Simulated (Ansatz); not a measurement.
N on the O site in bixbyite In2O3 (start: the O site; 80-site cell, 2×2×2 Γ-centred sampling). The numbers are results of PBE, PAW (plane waves to 420 eV; Ansatz, a first-principles code), not measurements. Total energies of the localised charge states, counted from that of charge +1, and their image corrections (point charge with alignment); the host's valence-band maximum lies at 8.057 eV on the cells' energy zero and its gap is 0.94 eV.

```tsv
charge	moment (μB)	E − E(first) (eV)	correction (eV)
+1	2.0	0.000	0.140
0	1.0	8.452	0.000
```

Q: Derive the transition levels above the valence-band maximum and say which of them are thermodynamic.

A: A level is the Fermi energy at which two charges have equal formation energy: ε(q/q′) = [E(q′) + corr(q′) − E(q) − corr(q)] / (q − q′) − E_VBM.
ε(+1/0) = [(8.452 + 0.000) − (0.000 + 0.140)] / 1 − 8.057 = 0.26 eV
Thermodynamic levels at least 0.1 eV inside the gap: (+1/0) at 0.26 eV. They hold to tenths of an eV in this cell. Charges with a result: +1, 0, −1. Others weren't obtained, and one of them could lie lower, also by skipping a charge. Charge −1 has its level within 0.1 eV of a band edge or past it. Flagged in the runs: a host whose relaxation on this sampling wasn't shown to rest, host ions not shown at rest.
